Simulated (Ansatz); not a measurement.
Functionals compared on H2O on the 1x1 (111) surface of fcc Ni, ferromagnetic, one in a 2x2 cell, started at the site 'hollow Ni-Ni-Ni over Ni at depth 4.0 Å', in Ansatz (plane waves, PAW). The structure was relaxed with PBE; the other rows are single points on it, each with its references at the same level. Cutoff 420 eV.

Set-up: 19 atoms, 6.0 Å thick at the start under the adsorbate (thin: gaps and levels are the slab's own); mesh 7x7x1; 0.1 eV smearing; dipole correction on; 8 atoms held, the rest relaxed; no symmetry held; spin-polarised, no spin-orbit, no U, no dispersion correction. At the end it is bonded to Ni. In PBE it is, or lies within 0.03 eV of, the lowest of the starts that converged. These notes are the PBE run's. Adsorption energies are against H2O(g). A negative adsorption energy means that the adsorbate is more stable on the surface than in its reference.

```tsv
functional	adsorption energy (eV)	work function of the top face (eV)	change of the work function (eV)	magnetic moment of the cell (μB)	rough cost of the single point
PBE	-0.23	4.05	-1.03	10.50	–
RPBE	[?]	[?]	[?]	10.61	around 13 core-minutes (rough)
```

**Question.** Fill in the missing entries.

**Answer.** 
- RPBE, adsorption energy (eV): -0.01
- RPBE, work function of the top face (eV): 3.91
- RPBE, change of the work function (eV): -0.99

Ansatz is a program for electronic structure.
